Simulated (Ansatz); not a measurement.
Functionals compared on the (100) surface of bcc Ta in its 1x1 cell, outermost plane spacing 1.66 Å in the ideal cut, in Ansatz (plane waves, PAW). The structure was relaxed with PBE; the other rows are single points on it, each with its references at the same level. Cutoff 420 eV (500 eV for r2SCAN).

Set-up: 7 atoms, 10.0 Å thick at the start (thin: gaps and levels are the slab's own); mesh 11x11x1; 0.1 eV smearing; dipole correction on; all atoms relaxed; symmetry of the start imposed; no spin, no spin-orbit, no U. These notes are the PBE run's.

```
functional  surface energy (J/m²)  work function of the top face (eV)          rough cost of the single point
----------  ---------------------  ----------------------------------  --------------------------------------
PBE                          2.55                                3.80                                       –
LDA                          2.89                                4.05          around 30 core-seconds (rough)
PBEsol                       2.80                                3.88          around 30 core-seconds (rough)
RPBE                         2.39                                3.66  about 30 core-seconds (a rough figure)
r2SCAN                       2.72                                3.79                 roughly 60 core-seconds
```

Ansatz is an electronic-structure program.
